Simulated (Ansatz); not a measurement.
A relaxation of the atoms of TiAl (P4mm, 2 atoms in the cell) with Ansatz (a first-principles code).

Computed with LDA (PW92), default PAW files made with PBE (plane waves; Ansatz).

The change in words: one atom moved by 0.15 angstrom; relax: default → atoms; relax.f_tol: default → 0.03 eV/Å. Reference geometry:
```yaml
crystal:
  lattice:
    - [3.16316, 0.00000, 0.00000]
    - [0.00000, 3.16316, 0.00000]
    - [0.00000, 0.00000, 3.16316]
  atoms:
    - { symbol: Ti, position: [0.00000, 0.00000, 0.00000] }
    - { symbol: Al, position: [0.50000, 0.50000, 0.50000] }
```

Reference input (self-consistent single point, DFT, LDA (PW92), plane waves, default PAW files made with PBE): basis.ecutwfc = 420 eV; kpoints.mp_grid.grid = 10 10 10; hamiltonian.xc = lda; hamiltonian.pseudopotentials = {kind: paw} (the program's default PAW files); scf.occupations.method = gaussian; scf.occupations.width = 0.1 eV. This run's input differs from it in these lines:

```diff
@@ -6,3 +6,3 @@
   atoms:
-    - { symbol: Ti, position: [0.000000, 0.000000, 0.000000] }
+    - { symbol: Ti, position: [0.000000, 0.000000, 0.047421] }
     - { symbol: Al, position: [0.500000, 0.500000, 0.500000] }
@@ -17,2 +17,4 @@
   occupations: { method: gaussian, width: 0.1 }
+relax:
+  f_tol: 0.03
 output:
```

Log, with long lists cut:

```
   [... SCF lines of the steps left out ...]
relax step   1: F+E_penalty+E_count = -2963.66045696 eV  Δ(F+E_penalty+E_count) = +0.000e0 eV  max|allowed force component| = 9.041e-1 eV/Å  Δτ_max = 0.0000 Å  (6 SCF iters, dr2 threshold 2.25e-5 eV, accepted)
relax step   2: F+E_penalty+E_count = -2963.72833152 eV  Δ(F+E_penalty+E_count) = -6.787e-2 eV  max|allowed force component| = 1.798e-2 eV/Å  Δτ_max = 0.0765 Å  (6 SCF iters, dr2 threshold 5.11e-5 eV, accepted)
relax step   3: F+E_penalty+E_count = -2963.72833152 eV  Δ(F+E_penalty+E_count) = -6.639e-11 eV  max|allowed force component| = 1.798e-2 eV/Å  Δτ_max = 0.0000 Å  (6 SCF iters, accepted)
the relaxation is at rest under the 8 symmetry operations that the run kept from its start: a minimum is not shown …
Stability not checked: this state was not tested for a lower state beside it, because too few of the mixer's solves of this state at the end of the SCF gave a …
Free energy (F): -2963.728332 eV
Internal energy: -2963.714001 eV  (E = F + TS)
E sigma→0 (E₀):  -2963.721166 eV
Entropy (-TS):   -0.014331 eV (-7.165 meV/atom)
Fermi energy:    11.365300 eV
--- Forces (eV/Å), atoms counted from 1 ---
  atom   1  Ti    -0.00000000     0.00000000     0.01798417
   [... lines left out ...]
  The stress holds the Pulay correction. Without it, at fixed plane waves, as pw.x and ABINIT print it: P = -4.3693 GPa
--- Relaxed structure (3 steps of the walk, 3 accepted, 0 SCFs on fresh bases) ---
  F+E_penalty+E_count = -2963.72833152 eV   max|allowed force component| = 1.798e-2 eV/Å
  atoms:
    - { symbol: Ti, position: [1.2177233526466283e-34, 0.0, 0.023240070129005294] }
    - { symbol: Al, position: [0.5, 0.5, 0.5241809298709947] }
```

The run converged.  The full log also holds: “iter 2 did not close the SCF: its close was put off for the readings that it lacked (scf_convergence_deferred on its scf_iter line)”. The full log also holds: “iter 3 did not close the SCF: its close was put off for the readings that it lacked (scf_convergence_deferred on its scf_iter line)”.

Summary of the result:
```
Quantity                                                 Value
-----------------------------------------------  -------------
Free energy E − TS (on the zero of these files)  -2963.7283 eV
Fermi level (on the code's own zero)                  11.37 eV
Pressure                                             -4.31 GPa
Largest force (vector length)                       0.018 eV/Å
Relaxation steps                                             3
```

The starting cell comes from a database of computed structures (which also holds hypothetical and non-ambient phases and stackings), without a prior relaxation at this level. Its lattice was rescaled by up to half a per cent. For this run, on top of that: one atom moved by 0.15 angstrom. Spin polarisation is off. The relaxation keeps the symmetry of its start, so its end need not be a minimum. Ansatz's pressure includes its estimate of the finite-basis (Pulay) stress.

Keys are those of Ansatz 0.2.
